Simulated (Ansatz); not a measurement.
Worked example: self-consistent single point of LaNiGe₃ (I4mm, 5 atoms in the cell) in Ansatz (a first-principles code).

Level of theory: LDA (PW92), default PAW files made with PBE (plane waves; Ansatz).

```
CELL_PARAMETERS angstrom
     -2.19443     2.19443     4.82653
      2.19443    -2.19443     4.82653
      2.19443     2.19443    -4.82653
ATOMIC_POSITIONS crystal
  La 0.57708 0.57708 0.00000
  Ni 0.23409 0.23409 0.00000
  Ge 0.82993 0.32993 0.50000
  Ge 0.32993 0.82993 0.50000
  Ge 0.99096 0.99096 0.00000
```

Reference input (self-consistent single point, DFT, LDA (PW92), plane waves, default PAW files made with PBE): basis.ecutwfc = 420 eV; kpoints.mp_grid.grid = 5 5 5; hamiltonian.xc = lda; hamiltonian.pseudopotentials = {kind: paw} (the program's default PAW files); scf.occupations.method = gaussian; scf.occupations.width = 0.1 eV. This run's input differs from it in these lines:

Ansatz 0.2 input:
```diff
@@ -12,3 +12,3 @@
 basis:
-  ecutwfc: 420.0 eV
+  ecutwfc: 190.0 eV
 kpoints:
```

Log, with long lists cut:

```
SCF iter   1: F=—  HF=-24453.965869 eV  |F-HF|=—  |Δ(HF+E_count)|=         —  Δρ=2.03e-1  dr2=2.13e1  ethr=1.77e-3  ⟨swp⟩=5.1  Hψ=2548  notcnv=0
all-band conjugate gradients solve this SCF's bands
preconditioner: auto → Kerker (q_TF=auto, 2.608 Å⁻¹)
SCF iter   2: F=—  HF=-24442.917888 eV  |F-HF|=—  |Δ(HF+E_count)|=    1.10e1  Δρ=8.49e-2  dr2=4.07e0  ethr=1.77e-3  ⟨swp⟩=3.0  Hψ=1938  notcnv=0  defer=42
   [... lines left out ...]
SCF iter   6: F=—  HF=-24441.476460 eV  |F-HF|=—  |Δ(HF+E_count)|=   3.06e-4  Δρ=3.40e-4  dr2=1.06e-4  ethr=2.48e-6  ⟨swp⟩=2.0  Hψ=909  notcnv=0  defer=40
SCF iter   7: F=—  HF=-24441.476431 eV  |F-HF|=—  |Δ(HF+E_count)|=   2.93e-5  Δρ=1.05e-4  dr2=1.31e-5  ethr=1.49e-7  ⟨swp⟩=2.0  Hψ=939  notcnv=0  defer=40
SCF iter   8: F=—  HF=-24441.476426 eV  |F-HF|=—  |Δ(HF+E_count)|=   5.38e-6  Δρ=1.88e-5  dr2=3.66e-7  ethr=1.85e-8  ⟨swp⟩=2.0  Hψ=957  notcnv=0  defer=42
SCF iter   9: F=-24441.476426 eV  HF=-24441.476426 eV  |F-HF|=2.60e-8  |Δ(HF+E_count)|=   1.17e-7  Δρ=5.07e-6  dr2=2.96e-8  ethr=1.41e-10  ⟨swp⟩=9.2  Hψ=2895  notcnv=0
SCF 1 converged in 9 iterations: F = -24441.476426 eV  dr2 = 2.96e-8
Free energy (F): -24441.476426 eV
Internal energy: -24441.459539 eV  (E = F + TS)
E sigma→0 (E₀):  -24441.467982 eV
Entropy (-TS):   -0.016887 eV (-3.377 meV/atom)
Fermi energy:    13.286758 eV
--- Forces (eV/Å), atoms counted from 1 ---
  atom   1  La     0.00000000    -0.00000000    -0.19101967
  atom   2  Ni     0.00000000     0.00000000     0.04558281
  atom   3  Ge    -0.00000000     0.00000000     0.15729529
  atom   4  Ge     0.00000000     0.00000000     0.15729529
  atom   5  Ge    -0.00000000     0.00000000    -0.16876983
--- Stress (GPa, compression-positive) ---
       -2.632696       0.000000      -0.000000
        0.000000      -2.632696       0.000000
       -0.000000       0.000000      -1.261362
  P = ⅓ Tr σ = -2.1756 GPa (-21.756 kbar)
  The stress holds the Pulay correction. Without it, at fixed plane waves, as pw.x and ABINIT print it: P = -450.9234 GPa
```

The run converged in 9 iterations. Against the reference run the free energy rises by 11.7 eV/atom, the pressure goes from -4.49 to -2.18 GPa and the largest force goes from 0.282 to 0.191 eV/Å.

The starting cell comes from a database of computed structures (which also holds hypothetical and non-ambient phases and stackings), without a prior relaxation at this level. Its lattice was rescaled by up to half a per cent. One atom was moved a little off its site on purpose. Spin polarisation is off. Ansatz's pressure includes its estimate of the finite-basis (Pulay) stress. Without the estimate this run gives -450.92 GPa. The cutoff lies below the one recommended for these files.
